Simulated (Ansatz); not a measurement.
Structure of amorphous Ti20O43Sc2 (periodic cell):

```yaml
crystal:
  lattice:
    - [9.18276, 0.00385, -0.21664]
    - [0.00385, 9.29704, 0.26971]
    - [-0.21664, 0.26971, 9.38814]
  atoms:
    - { symbol: Ti, position: [0.11202, 0.52576, 0.47986] }
    - { symbol: Ti, position: [0.90593, 0.14893, 0.82689] }
    - { symbol: Ti, position: [0.56657, 0.31143, 0.13424] }
    - { symbol: Ti, position: [0.46723, 0.46244, 0.42280] }
    - { symbol: Ti, position: [0.99970, 0.27337, 0.16578] }
    - { symbol: Ti, position: [0.01136, 0.54224, 0.78382] }
    - { symbol: Ti, position: [0.98318, 0.82399, 0.29889] }
    - { symbol: Ti, position: [0.23670, 0.50825, 0.13167] }
    - { symbol: Ti, position: [0.52127, 0.13899, 0.87090] }
    - { symbol: Ti, position: [0.82009, 0.36319, 0.56723] }
    - { symbol: Ti, position: [0.83199, 0.57231, 0.14497] }
    - { symbol: Ti, position: [0.09286, 0.83404, 0.97949] }
    - { symbol: Ti, position: [0.26939, 0.05297, 0.13161] }
    - { symbol: Ti, position: [0.72975, 0.05733, 0.36395] }
    - { symbol: Ti, position: [0.65831, 0.54898, 0.85212] }
    - { symbol: Ti, position: [0.34935, 0.43196, 0.79309] }
    - { symbol: Ti, position: [0.01521, 0.12285, 0.49199] }
    - { symbol: Ti, position: [0.75360, 0.86747, 0.02746] }
    - { symbol: Ti, position: [0.50635, 0.82067, 0.77137] }
    - { symbol: Ti, position: [0.43254, 0.84995, 0.43691] }
    - { symbol: O, position: [0.23699, 0.97410, 0.94058] }
    - { symbol: O, position: [0.21291, 0.45676, 0.93640] }
    - { symbol: O, position: [0.25731, 0.47663, 0.36159] }
    - { symbol: O, position: [0.22681, 0.69138, 0.09257] }
    - { symbol: O, position: [0.03098, 0.47593, 0.17020] }
    - { symbol: O, position: [0.00142, 0.35089, 0.46893] }
    - { symbol: O, position: [0.03637, 0.07618, 0.69104] }
    - { symbol: O, position: [0.44631, 0.44637, 0.19125] }
    - { symbol: O, position: [0.90278, 0.94345, 0.91401] }
    - { symbol: O, position: [0.93939, 0.74871, 0.10000] }
    - { symbol: O, position: [0.37153, 0.94644, 0.27318] }
    - { symbol: O, position: [0.19726, 0.22808, 0.18500] }
    - { symbol: O, position: [0.20534, 0.10501, 0.48743] }
    - { symbol: O, position: [0.49396, 0.66121, 0.43242] }
    - { symbol: O, position: [0.75884, 0.38252, 0.13861] }
    - { symbol: O, position: [0.57122, 0.91958, 0.93787] }
    - { symbol: O, position: [0.75285, 0.95097, 0.19468] }
    - { symbol: O, position: [0.18787, 0.50518, 0.66310] }
    - { symbol: O, position: [0.67669, 0.74965, 0.72368] }
    - { symbol: O, position: [0.69537, 0.47754, 0.68993] }
    - { symbol: O, position: [0.97914, 0.20602, 0.99384] }
    - { symbol: O, position: [0.35021, 0.84463, 0.61316] }
    - { symbol: O, position: [0.78858, 0.17245, 0.54400] }
    - { symbol: O, position: [0.86488, 0.54108, 0.91550] }
    - { symbol: O, position: [0.90604, 0.16475, 0.29796] }
    - { symbol: O, position: [0.11762, 0.71746, 0.39898] }
    - { symbol: O, position: [0.93993, 0.33787, 0.74395] }
    - { symbol: O, position: [0.48445, 0.03231, 0.71450] }
    - { symbol: O, position: [0.71199, 0.17181, 0.85010] }
    - { symbol: O, position: [0.62538, 0.90272, 0.46068] }
    - { symbol: O, position: [0.43355, 0.41031, 0.59748] }
    - { symbol: O, position: [0.08209, 0.72210, 0.82890] }
    - { symbol: O, position: [0.45855, 0.14953, 0.06202] }
    - { symbol: O, position: [0.83023, 0.66876, 0.32112] }
    - { symbol: O, position: [0.67780, 0.67082, 0.04280] }
    - { symbol: O, position: [0.45082, 0.62848, 0.82339] }
    - { symbol: O, position: [0.53817, 0.38220, 0.91779] }
    - { symbol: O, position: [0.59876, 0.19292, 0.30361] }
    - { symbol: O, position: [0.92805, 0.58599, 0.59551] }
    - { symbol: O, position: [0.09846, 0.94711, 0.17534] }
    - { symbol: O, position: [0.92564, 0.93910, 0.44300] }
    - { symbol: O, position: [0.33281, 0.23195, 0.79712] }
    - { symbol: O, position: [0.68017, 0.45426, 0.43297] }
    - { symbol: Sc, position: [0.72119, 0.66811, 0.51217] }
    - { symbol: Sc, position: [0.25991, 0.05002, 0.69166] }
```

Methods: PBE, scalar-relativistic without spin-orbit coupling (Ansatz, a first-principles code); r2SCAN, scalar-relativistic without spin-orbit coupling (Ansatz); HSE06, scalar-relativistic without spin-orbit coupling (Ansatz). Neutral PBE cell, which sets geometry, pressure and energy: sampling: a 2×2×2 Γ-centred mesh; Fermi-Dirac width 0.02 eV; no spin polarisation. Exact exchange is cut at the faces of this 9 Å cell, which leaves hybrid gaps a finite-size error.

A CHGNet melt-quench gave the starting glass, which DFT then relaxed. O atoms were pushed apart under 1.9 Å during the dynamics, to hinder bonds among them. The hot cell started wider than the set density and was brought back towards it in steps. It is the lowest in DFT energy of 2 quenches. It is a model cell: composition and starting density were chosen by hand, and all elements were melted together. No dispersion term was used. Its density started from a set value of 3.60 and ended at 3.60 g/cm³. Cooling (nominally 360 K/ps over its main leg) ran many orders faster than in experiment, which tends to leave more defects and strain. Values belong to this one cell and scatter from quench to quench. The volume was held where the preparation left it and the shape relaxed.

**Question.** Give the pressure and the spacing of the highest filled and lowest empty levels.

**Answer.** 
Pressure on a 2×2×2 Γ-centred mesh: 6.3 kbar
Largest force and stress component on that mesh (the relaxation ran on the zone centre alone): 0.10 eV/Å and 0.7 GPa
Level gap on a 2×2×2 Γ-centred mesh (PBE): 2.68 eV
Level gap at the zone centre (PBE): 2.71 eV
Level gap at the zone centre (r2SCAN): 3.07 eV
Level gap at the zone centre (HSE06): 4.28 eV
Distance between the nearest levels spread over more than a fifth of the atoms or a third of the atoms of their main element (six at least) (PBE, zone centre): 2.97 eV

**Question.** At PBE and the zone centre, how localised are the states just below and above the Fermi level (participation number: the atoms over which a state spreads)?

**Answer.** The highest filled state is spread over 8.6 atoms' worth, largest on O47, with weights by element (charge in smoothed Voronoi cells) O 0.94, Ti 0.06, Sc 0.00. The lowest empty state is spread over 17.4 atoms' worth, largest on Ti16, with weights by element (charge in smoothed Voronoi cells) Ti 0.80, O 0.19, Sc 0.01.

At PBE the levels at the filled edge of the gap are localised (band-tail or defect states), and the nearest spread-out levels lie 3.0 eV apart at the zone centre.

Neighbours within Ti-Ti 3.12 Å, Ti-O 2.58 Å, Ti-Sc 3.27 Å, O-O 1.58 Å, O-Sc 2.60 Å, Sc-Sc 3.41 Å count as bonded. Two cations that share two anions don't count as bonded, nor two that share one unless they lie closer than Ti-Ti 3.04 Å, Ti-Sc 3.18 Å, Sc-Sc 3.32 Å.

Added carriers, by PBE, scalar-relativistic without spin-orbit coupling (Ansatz) on the zone centre alone. Charged cells keep the cell fixed and stand in a uniform background, with no image correction, at a width of 0.01 eV; where the count is odd the moment is locked at 1 μB, unless the neutral cell bore moments. Each starts from the undistorted neutral geometry alone. PBE's self-interaction favours spread-out carriers, so it can miss traps that a hybrid finds.

**Question.** What happens at PBE when the cell takes an extra electron and the atoms relax?

**Answer.** Relaxation lowers the charged cell by 0.11 eV. The largest moves are O22 0.28 Å, Ti6 0.13 Å, Ti12 0.10 Å, O59 0.08 Å. The level that holds the added charge spreads over 11.8 atoms' worth, most on Ti1 (weight 0.17): a partly localised carrier. Bonds broken: Ti6-O22. Made neutral again at that geometry, the cell lies +0.14 eV from the neutral start.

**Question.** What happens at PBE when the cell takes a hole and the atoms relax?

**Answer.** Relaxation lowers the charged cell by 0.23 eV. The largest moves are O44 0.16 Å, Ti6 0.13 Å, Ti12 0.12 Å, O55 0.12 Å. The level that was emptied spreads over 3.9 atoms' worth, most on O47 (weight 0.43): a localised (trapped) carrier, which neighbours of that atom can share. No bond crosses its cut-off with a change of over 0.15 Å (metal-metal contacts aside). Made neutral again at that geometry, the cell lies +0.63 eV from the neutral start.
